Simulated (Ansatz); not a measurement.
## PtSe2: H interstitial (started 2.41 Å from the nearest host atom), symmetric start

The parent structure is a 12-atom supercell of PtSe₂ in the CdI2 type structure (space group P-3m1, No. 164; a = 3.772 Å, c = 4.818 Å; layered) at its relaxed geometry.

Perturbation: a neutral H interstitial (started 2.41 Å from the nearest host atom), symmetric start, atoms relaxed at fixed cell.

Computed with PBE-D3(BJ)/PAW in Ansatz (an electronic-structure program), no spin-orbit coupling. Settings: 9×9×9 k-points, 0.05 eV Fermi–Dirac smearing.

```tsv
quantity	base	changed	shift
largest displacement of a host atom from its site in the perfect cell	–	0.02 Å	–
```

Final structure:

```yaml
crystal:
  lattice:
    - [7.54477, 0.00000, 0.00000]
    - [-3.77238, 6.53396, 0.00000]
    - [3.77238, 6.53396, 4.81834]
  atoms:
    - { symbol: Pt, position: [0.00000, 0.00000, 0.00000] }
    - { symbol: Pt, position: [0.00000, 0.50000, 0.00000] }
    - { symbol: Pt, position: [0.50000, 0.00000, 0.00000] }
    - { symbol: Pt, position: [0.50000, 0.50000, 0.00000] }
    - { symbol: Se, position: [0.06467, 0.89655, 0.26721] }
    - { symbol: Se, position: [0.06467, 0.40091, 0.26721] }
    - { symbol: Se, position: [0.56884, 0.90218, 0.26449] }
    - { symbol: Se, position: [0.56903, 0.40091, 0.26721] }
    - { symbol: Se, position: [0.43097, 0.59909, 0.73279] }
    - { symbol: Se, position: [0.43116, 0.09782, 0.73551] }
    - { symbol: Se, position: [0.93533, 0.59909, 0.73279] }
    - { symbol: Se, position: [0.93533, 0.10345, 0.73279] }
    - { symbol: H, position: [0.00000, 0.00000, 0.50000] }
```

In so small a cell the defect repeats every few ångströms: this is an ordered compound, not a dilute defect. The defect started on the symmetric site and kept its symmetry, so it may sit on a saddle. The final runs are not spin-polarised. The defect cell is not spin-polarised.
